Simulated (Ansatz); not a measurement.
The reference is MnTlBr3 in the cubic perovskite structure (space group Pm-3m, No. 221; a = 5.352 Å; ferromagnetic; a hypothetical phase, not in the database extracts checked). Axes: x, y, z lie along the cube axes.

(Cell as relaxed with PBE.)

Levels (all Ansatz, a quantum-chemistry and plane-wave program, PAW): PBE (420 eV, no spin-orbit coupling); r2SCAN (500 eV, no spin-orbit coupling).

Each level relaxes its own structure.

```json
[
 {"base": "volume per atom", "PBE": "30.65 Å³", "r2SCAN": "29.93 Å³"},
 {"base": "lattice parameter a", "PBE": "10.113 bohr", "r2SCAN": "10.033 bohr"},
 {"base": "band gap", "PBE": "0.90 eV", "r2SCAN": "1.62 eV"},
 {"base": "largest site moment", "PBE": "4.43 μB", "r2SCAN": "4.51 μB"}
]
```

Modification: the symmetric strain tensor [0.0017 0.0053 0.0023; 0.0053 -0.0087 0.0001; 0.0023 0.0001 0.0022], atoms relaxed at fixed cell.

| quantity | PBE | r2SCAN |
|---|---|---|
| electron mass | 0.25 mₑ (at Γ) | [?] |
| shift of the gap caused by the change | -0.04 eV | [?] |
| band gap | 0.86 eV | [?] |
| stress (xx, yy, zz, yz, xz, xy; compression positive) | (0.0, 0.3, 0.0, 0.0, -0.1, -0.1) GPa | [?] |

Given the PBE results, estimate those of r2SCAN.


- electron mass, r2SCAN: 0.26 mₑ (at Γ)
- shift of the gap caused by the change, r2SCAN: -0.04 eV
- band gap, r2SCAN: 1.57 eV
- stress (xx, yy, zz, yz, xz, xy; compression positive), r2SCAN: (0.1, 0.4, 0.0, 0.0, -0.1, -0.2) GPa

PBE's band gap lies 0.716 eV below r2SCAN's; the two agree on the shift of the gap caused by the change. Neither level is exact; r2SCAN is the comparison here, not a measurement.

With Tl present, leaving out spin-orbit coupling can change the band edges. Masses are band curvatures over ±0.01 Å⁻¹ around the edge. No phonon test of stability was made. No Hubbard U is applied and the magnetic state is the run's own (MnTlBr3 ferromagnetic); small cells can't hold the antiferromagnetic order that many such compounds have, so gaps and moments can be off. Many cubic perovskites are stable only at high temperature; tilts and polar distortions were not tested.
